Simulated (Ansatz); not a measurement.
# Short convergence ladders for YTe (I4mm, 2 atoms in the cell)

```xyz
2
Lattice="0.0000 3.0896 3.0896 3.0896 0.0000 3.0896 3.0896 3.0896 0.0000" Properties=species:S:1:pos:R:3 pbc="T T T"
Y      0.0000     0.0000     0.0500
Te     3.0896     3.0896     3.0896
```

Base method: PBEsol, default PAW files made with PBE (plane waves; Ansatz, an electronic-structure program).

Base settings: basis.ecutwfc = 30.9 Ry; kpoints.mp_grid.grid = 9 9 9; hamiltonian.xc = pbesol; hamiltonian.pseudopotentials = {kind: paw} (the program's default PAW files); scf.occupations.method = gaussian; scf.occupations.width = 0.0073 Ry.

The count of work is k-points × plane waves × bands × iterations; it is no time. 

**The width of Fermi-Dirac smearing**

In this ladder: kpoints.mp_grid.grid = 15 15 15; scf.occupations.method = fermi_dirac.

Narrow widths need finer meshes than wide ones, so the last steps can hold mesh noise.

Only quantities that move along the ladder and can be compared are tabulated; pressure and forces are left out, as mesh noise rules them at narrow widths.

```tsv
scf.occupations.width	free energy less the last step's (meV/atom)	energy extrapolated to zero width less the last step's (meV/atom)
0.0735 Ry	-958.36	35.71
0.0367 Ry	-239.40	-6.03
0.022 Ry	-85.74	-0.45
0.0147 Ry	-36.98	0.05
0.0073 Ry	-7.18	0.12
0.0037 Ry	0.00	0.00
```

Widest scf.occupations.width that holds the energy extrapolated to zero width within 0.5 meV/atom of the last step, with all finer ones: 0.022 Ry; the step before is off by 6.0 meV/atom.

Widest scf.occupations.width that holds the free energy within 5 meV/atom: not settled: the last two steps still differ by 7.2 meV/atom, over half the tolerance, so the ladder does not show it.

The extrapolation to zero width removes most of the smearing's effect on the energy.

**The width of Methfessel-Paxton smearing**

In this ladder: kpoints.mp_grid.grid = 15 15 15; scf.occupations.method = methfessel_paxton.

Narrow widths need finer meshes than wide ones, so the last steps can hold mesh noise.

Only quantities that move along the ladder and can be compared are tabulated; pressure and forces are left out, as mesh noise rules them at narrow widths.

```csv
scf.occupations.width,free energy less the last step's (meV/atom)
0.0735 Ry,9.00
0.0367 Ry,0.57
0.022 Ry,0.29
0.0147 Ry,0.12
0.0073 Ry,0.03
0.0037 Ry,0.00
```

Widest scf.occupations.width that holds the free energy within 2 meV/atom of the last step, with all finer ones: 0.0367 Ry; the step before is off by 9.0 meV/atom.

**The mesh under tetrahedron occupations**

In this ladder: scf.occupations.method = tetrahedron; scf.occupations.width = default.

Only quantities that move along the ladder and can be compared are tabulated.

```tsv
kpoints.mp_grid.grid	free energy less the last step's (meV/atom)	pressure (GPa)	largest difference of a force vector from the last step's (eV/Å)	count of work / last
4 4 4	-40.00	-3.03	0.028	0.019
5 5 5	-7.79	-2.94	0.006	0.025
6 6 6	-6.49	-3.01	0.005	0.041
7 7 7	0.00	-2.96	0.000	0.055
9 9 9	0.08	-2.95	0.006	0.10
11 11 11	0.02	-2.96	0.006	0.17
14 14 14	0.12	-2.96	0.002	0.34
17 17 17	0.23	-2.96	0.000	0.56
21 21 21	0.00	-2.96	0.000	1.0
```

Coarsest kpoints.mp_grid.grid that holds the free energy within 5 meV/atom of the last step, with all finer ones: 7 7 7, at 0.055 of the last step's count of work; the step before is off by 6.5 meV/atom.

Coarsest kpoints.mp_grid.grid that holds the forces within 0.02 eV/Å of the last step, with all finer ones: 5 5 5, at 0.025 of the last step's count of work; the step before is off by 0.028 eV/Å.

On the base run: the starting cell comes from a database of computed structures (which also holds hypothetical and non-ambient phases and stackings), without a prior relaxation at this level. Its lattice was rescaled by up to half a per cent. One atom was moved a little off its site on purpose. Ansatz's pressure includes its estimate of the finite-basis (Pulay) stress.

Left out of this page: 4 runs of the series outside the window shown, repeating another row's setting, or not comparable.

Keys are those of Ansatz 0.2.
